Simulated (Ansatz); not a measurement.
Start from HfO$_{2}$ in the fluorite structure (space group Fm-3m, No. 225).

```cif
data_Hf4O8
_chemical_formula_sum 'Hf4 O8'
_space_group_name_H-M_alt 'Fm-3m'
_space_group_IT_number 225
_space_group_name_Hall '-F 4 2 3'
_cell_length_a 5.05847
_cell_length_b 5.05847
_cell_length_c 5.05847
_cell_angle_alpha 90.000
_cell_angle_beta 90.000
_cell_angle_gamma 90.000
loop_
_atom_site_label
_atom_site_type_symbol
_atom_site_symmetry_multiplicity
_atom_site_Wyckoff_symbol
_atom_site_fract_x
_atom_site_fract_y
_atom_site_fract_z
_atom_site_occupancy
Hf1 Hf 4 a 0.00000 0.00000 0.00000 1
O1 O 8 c 0.25000 0.25000 0.25000 1
```
(The calculation used a cell of 3 atoms; values per cell refer to that cell.)

All numbers come from r2SCAN (Ansatz, a quantum-chemistry and plane-wave program, PAW, spin-orbit coupling left out).

Before the change:

| Item | Result |
|---|---|
| Electron mass | 1.1 mₑ along k, 0.76 mₑ across (at X) |
| Width of the top valence band | 1.90 eV |

The change: a hydrostatic pressure of 7 GPa.

What happens to the mean gap deformation potential ΔEg/Δln V, electron mass and width of the top valence band?

The mean gap deformation potential ΔEg/Δln V is -2.7 eV; the electron mass becomes 1.1 mₑ along k, 0.75 mₑ across (at X) (base: 1.1 mₑ along k, 0.76 mₑ across (at X)); the width of the top valence band goes up by 0.03 eV to 1.93 eV.

With Hf present, leaving out spin-orbit coupling can change the band edges. Load acts through the strain it causes; cell and atoms are relaxed under it. Effective masses come from finite differences of ±0.01 Å⁻¹. Along k means along the line from Γ to the band edge. No phonon test of stability was made. Competing high-pressure phases were not computed. This is not the structure that HfO2 has at room temperature and ambient pressure.
